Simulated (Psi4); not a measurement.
Psi4 1.11, HF/def2-svp: Cr(NMe)2(OMe)(NH2) (C[N]=[Cr]([NH2])(=[N]C)[O]C), 19 atoms. The geometry is a generated start, not checked to be a minimum at this level.

task: energy
method: scf
basis: def2-svp
memory: 3 GB
maxiter: 100
keys of the molecule block: symmetry c1
scf_type: df (default)
e_convergence: 1e-06 (default)
d_convergence: 1e-06 (default)
basis functions: 184

```xyz
19

Cr     0.0777     0.1475     0.3949
N     -1.3853    -0.5857     0.2009
C     -2.6229    -1.0946    -0.2045
H     -2.4810    -1.9835    -0.8341
H     -3.2177    -1.3938     0.6675
H     -3.1964    -0.3515    -0.7776
N      0.3599     1.3750    -0.6678
C      0.4088     2.3250    -1.6932
H      0.9349     1.9204    -2.5682
H     -0.6003     2.6312    -2.0055
H      0.9538     3.2171    -1.3584
O      1.3706    -0.9910     0.4498
C      2.2695    -2.0202     0.3458
H      2.6575    -2.0921    -0.6826
H      3.1197    -1.8532     1.0242
H      1.7965    -2.9802     0.6084
N     -0.0997     1.0432     2.0289
H     -0.6974     0.7656     2.8022
H      0.3518     1.9208     2.2693
```

Charge 0 and multiplicity 1 are set for this test and not shown to be the ground state.

With the defaults (damping_percentage = 0, diis = true, scf_initial_accelerator = adiis, guess = auto, which took SAD, diis_start = 1, diis_max_vecs = 10, level_shift = 0, level_shift_cutoff = 0.01) it converges in 24 SCF iterations. One run each on 2 threads, with these changes:
- damping_percentage = 20
- damping_percentage = 60, diis = false, scf_initial_accelerator = none
- damping_percentage = 60
- guess = core
- diis_start = 4
- guess = sapgau
- level_shift = 0.5, level_shift_cutoff = 0.001
- scf_initial_accelerator = ediis
- diis_max_vecs = 6

Problem. Name the settings that don't reach the solution of the defaults.

Solution. No convergence: damping_percentage = 20; damping_percentage = 60; damping_percentage = 60, diis = false, scf_initial_accelerator = none (the run ends without SCF convergence in 100 iterations). The rest reach the solution of the defaults.

```json
[
 {"setting": "the defaults", "SCF iterations": "24", "end": "same solution"},
 {"setting": "guess = sapgau", "SCF iterations": "24", "end": "same solution"},
 {"setting": "scf_initial_accelerator = ediis", "SCF iterations": "24", "end": "same solution"},
 {"setting": "level_shift = 0.5, level_shift_cutoff = 0.001", "SCF iterations": "24", "end": "same solution"},
 {"setting": "diis_start = 4", "SCF iterations": "26", "end": "same solution"},
 {"setting": "diis_max_vecs = 6", "SCF iterations": "29", "end": "same solution"},
 {"setting": "guess = core", "SCF iterations": "35", "end": "same solution"},
 {"setting": "damping_percentage = 20", "SCF iterations": "100", "end": "no convergence"},
 {"setting": "damping_percentage = 60", "SCF iterations": "100", "end": "no convergence"},
 {"setting": "damping_percentage = 60, diis = false, scf_initial_accelerator = none", "SCF iterations": "100", "end": "no convergence"}
]
```
